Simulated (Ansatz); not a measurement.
## GaAs, pressure series

The parent structure is GaAs in the zinc blende structure (space group F-43m, No. 216).

```
CELL_PARAMETERS angstrom
      0.00000     2.83337     2.83337
      2.83337     0.00000     2.83337
      2.83337     2.83337     0.00000
ATOMIC_POSITIONS crystal
  As 0.25000 0.25000 0.25000
  Ga 0.00000 0.00000 0.00000
```

Cell and atoms are relaxed at each pressure.

Computed with Ansatz (a program for electronic structure) r2SCAN, no spin-orbit coupling.

Candidates:
(a) pressure 4.5 GPa
(b) pressure 0.9 GPa
(c) pressure 9 GPa
(d) pressure 2.1 GPa

For the base:

The band gap comes out as 0.96 eV.

**Question.** Order them by band gap, highest first.

**Answer.** (c) pressure 9 GPa (1.56 eV), (a) pressure 4.5 GPa (1.41 eV), (d) pressure 2.1 GPa (1.18 eV), (b) pressure 0.9 GPa (1.06 eV)

Load acts through the strain it causes; cell and atoms are relaxed under it. Whether these cells are dynamically stable was not tested. Tetrahedral semiconductors of this kind turn to denser phases somewhere between about 1 and 50 GPa; those were not computed, so compressed cells here can lie past the real transition.
